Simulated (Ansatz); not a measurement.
Input and output of a self-consistent single point for a (111) slab of Lu (cut from a parent of space group no. 194; 8 atoms in the cell) (Ansatz, a quantum-chemistry and plane-wave program).

Method: LDA (PW92), harder PAW files (source: ansatz) made with PBE (plane waves; Ansatz).

```
CELL_PARAMETERS angstrom
      6.15133     0.00000     0.00000
      3.07566     5.77748     0.00000
      0.00000     0.00000    21.85860
ATOMIC_POSITIONS crystal
  Lu 0.59295 0.14744 0.36599
  Lu 0.03323 0.60020 0.40428
  Lu 0.14018 0.05297 0.44257
  Lu 0.58047 0.50574 0.48085
  Lu 0.68742 0.95850 0.51915
  Lu 0.12770 0.41127 0.55743
  Lu 0.23465 0.86403 0.59572
  Lu 0.67493 0.31680 0.63401
```

Reference input (self-consistent single point, DFT, LDA (PW92), plane waves, harder PAW files (source: ansatz) made with PBE): basis.ecutwfc = 680 eV; kpoints.mp_grid.grid = 4 3 1; hamiltonian.xc = lda; hamiltonian.pseudopotentials = {kind: paw, source: ansatz}; scf.occupations.method = cold; scf.occupations.width = 0.136 eV; efield.axis = 3; efield.dipole_correction = true. This run's input differs from it in these lines:

Ansatz 0.2 input:
```diff
@@ -16,3 +16,3 @@
 basis:
-  ecutwfc: 680.0
+  ecutwfc: 475.0
 kpoints:
```

The program printed (abridged):

```
SCF iter   1: F=—  HF=-116054.746547 eV  |F-HF|=—  |Δ(HF+E_count)|=         —  Δρ=2.03e-2  dr2=3.76e1  ethr=3.10e-3  p=-0.000 e·Å  D=-5.32e-11 V/Å  ΔV_dip=0.00 eV  dr2_dipole=9.67e-8  V_vac-E_F(+/−)=5.62/5.62 eV  ⟨swp⟩=8.1  Hψ=3515  notcnv=0
all-band conjugate gradients solve this SCF's bands
efield: sawtooth ramp at fractional position 0.9500 (placed from the atoms, in the widest stretch of the axis that holds none …
   [... lines left out ...]
SCF iter  12: F=—  HF=-116049.715741 eV  |F-HF|=—  |Δ(HF+E_count)|=   2.27e-7  S|Δr|=    0.00e0  Δρ=4.35e-6  dr2=1.85e-7  ethr=6.85e-10  p=-0.000 e·Å  D=-4.13e-7 V/Å  ΔV_dip=0.00 eV  dr2_dipole=9.01e-12  V_vac-E_F(+/−)=3.22/3.22 eV  ⟨swp⟩=2.9  [...]
SCF iter  13: F=-116049.715741 eV  HF=-116049.715741 eV  |F-HF|=5.06e-9  |Δ(HF+E_count)|=   3.31e-8  S|Δr|=    0.00e0  Δρ=1.53e-6  dr2=3.52e-8  ethr=5.00e-11  p=-0.000 e·Å  D=-4.22e-7 V/Å  ΔV_dip=0.00 eV  dr2_dipole=1.26e-12  [...]
SCF 1 converged in 13 iterations: F = -116049.715741 eV  dr2 = 3.52e-8
Stability not checked (fill_not_monotonic)
Free energy (F): -116049.715741 eV
Internal energy: -116049.724630 eV  (E = F + TS)
E sigma→0 (E₀):  -116049.718704 eV
Entropy (-TS):   0.008889 eV (1.111 meV/atom)
Fermi energy:    1.907365 eV
Dipole field:    D = 0.000000 V/Å  (p = 0.000001 e·Å, saw-weighted, corrected)
Work function:   Φ+ = 3.2177 eV   Φ− = 3.2178 eV
Levels:          The Fermi level and band energies are counted from a zero that moves with the ramp; work functions are not
--- Forces (eV/Å), atoms counted from 1 ---
  atom   1  Lu     0.07668554    -0.01790133     0.89439340
  atom   2  Lu    -0.13958876    -0.00854333     0.80931926
  atom   3  Lu     0.10519487     0.08721055     0.50561396
  atom   4  Lu    -0.16969066    -0.17231369     0.29827507
  atom   5  Lu     0.16969718     0.17233866    -0.29819109
  atom   6  Lu    -0.10519092    -0.08724249    -0.50551081
  atom   7  Lu     0.13959401     0.00855734    -0.80953543
  atom   8  Lu    -0.07670063     0.01789378    -0.89436621
```

The run converged in 13 iterations. Against the reference run the free energy rises by 269 meV/atom and the largest force hardly changes (0.908 to 0.898 eV/Å).

The starting cell comes from a database of computed structures (which also holds hypothetical and non-ambient phases and stackings), without a prior relaxation at this level. The slab is cut from that crystal, and its faces are unrelaxed. Its lattice was rescaled in the plane by a random factor within 2.5 % of one. The cutoff lies below the one recommended for these files.

Cost on one core of a shared machine: roughly 80 s.
